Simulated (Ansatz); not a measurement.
The starting structures come from a database of crystals and need not be the phases stable at ambient conditions.

By PBEsol, the system below comes out a metal.

Without scattering a metal conducts by its projected Fermi surface.

Data:

```yaml
crystal:
  lattice:
    - [3.23086, 0.00000, 0.00000]
    - [0.00000, 4.56912, 0.00000]
    - [1.61543, 2.28456, 1.61543]
  atoms:
    - { symbol: Nb, position: [0.00000, 0.00000, 0.00000] }
    - { symbol: H, position: [0.50000, 0.25000, 0.00000] }
    - { symbol: H, position: [0.50000, 0.75000, 0.00000] }
```

Space group of this cell: Fm-3m, fluorite. The cell is taken as given; by PBEsol its mean pressure is -6.0 GPa.

The current flows along the normal of the first two printed cell vectors, the (110) plane of the conventional cell. No spin-orbit coupling; the value is a mean over 0.1 eV about the Fermi level.

Q: Predict the ballistic conductance per area from PBEsol (Ansatz, a first-principles code).

A: 0.90 × 10¹⁵ S/m² for both spins.
